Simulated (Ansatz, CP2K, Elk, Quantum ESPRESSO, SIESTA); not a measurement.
**Sr2SeS (P1, 4 atoms in the cell) computed with different codes at matched settings**

Self-consistent single point, at a second geometry (atoms moved at random). First geometry:

```xyz
4
Lattice="2.2060 1.2737 7.2133 -2.2060 1.2737 7.2133 0.0000 -2.5473 7.2133" Properties=species:S:1:pos:R:3 pbc="T T T"
Sr     0.0000     0.0000     5.3490
Sr     0.0000     0.0000    16.2910
Se     0.0000     0.0000     0.0000
S      0.0000     0.0000    10.8200
```

Second geometry:
```
CELL_PARAMETERS angstrom
      2.20603     1.27365     7.21334
     -2.20603     1.27365     7.21334
      0.00000    -2.54731     7.21334
ATOMIC_POSITIONS crystal
  Sr 0.24371 0.25609 0.24555
  Sr 0.75738 0.75206 0.74397
  Se 0.00275 0.99734 0.00040
  S  0.49617 0.49451 0.51009
```

Shared settings, as Ansatz (a program for electronic structure) writes them: kpoints.mp_grid.grid = 5 5 5; scf.occupations.method = fermi_dirac; scf.occupations.width = 0.0037 Ry. Potentials and cutoffs stand in the table.

| code | model | ΔF from the first geometry (meV/atom) | pressure (GPa) | largest force (eV/Å) | gap on the mesh (eV) | cutoff |
|---|---|---|---|---|---|---|
| Elk | PBEsol, all-electron FP-LAPW, Elk's shipped species files, default APW+lo basis | 2.1 | – | – | 2.467 | default |
| Ansatz | PBEsol, PAW files made with PBE | 3.1 | -3.16 | 0.272 | 2.426 | 30.9 Ry |
| Quantum ESPRESSO | PBEsol, GBRV 1.5 ultrasoft (PBESOL) pseudopotentials | 3.2 | -3.18 | 0.275 | 2.426 | 40 Ry |
| SIESTA | GGA PBEsol, numerical atomic orbitals DZP, PseudoDojo PBEsol standard norm-conserving potentials (rewritten from UPF to PSML) | 4.1 | 0.43 | 0.353 | 2.568 | grid 300 Ry |
| CP2K | PBEsol, GPW, DZVP-MOLOPT-SR-GTH basis, GTH-PBE potentials (GTH_POTENTIALS) | 3.5 | -2.60 | 0.306 | 2.794 | grid 500 Ry |

Size of the force on each atom (eV/Å): Sizes of forces hide their directions.

| code | Sr1 | Sr2 | Se3 | S4 |
|---|---|---|---|---|
| Ansatz | 0.244 | 0.272 | 0.063 | 0.109 |
| Quantum ESPRESSO | 0.247 | 0.275 | 0.063 | 0.108 |
| SIESTA | 0.303 | 0.353 | 0.145 | 0.219 |
| CP2K | 0.275 | 0.306 | 0.069 | 0.122 |

A dash marks a value that a program does not give, or that is left out as unsure.

Gaps are read on the mesh.

The spread over the programs that give each value: ΔF from the first geometry within 2.0 meV/atom; pressure within 3.61 GPa; largest force within 0.081 eV/Å; gap on the mesh within 0.368 eV.

SIESTA and CP2K use small atom-centred bases, whose incompleteness enters pressures, forces and empty levels differently from a plane-wave cutoff. Elk treats all electrons, but the usual bases taken here (sphere radii, linearisation, local orbitals, empty states) were not tested for convergence, so the values are no reference for the others. Ansatz's pressure is given at a fixed set of plane waves, as the other plane-wave codes print theirs. In the pressure, SIESTA (by 3.60) lies more than 1 GPa from the median of the plane-wave programs. In the gap, SIESTA (by 0.142) and CP2K (by 0.368) lie more than 0.12 eV from the median of the plane-wave programs. In the force vectors, SIESTA (by 0.111) lies more than 0.08 eV/Å from the median of the plane-wave programs.

The starting cell comes from a database of computed structures (which also holds hypothetical and non-ambient phases and stackings), without a prior relaxation at this level. Its lattice was rescaled by a random factor within 2.5 % of one. For this run, on top of that: atoms moved at random.

Keys are those of Ansatz 0.2.
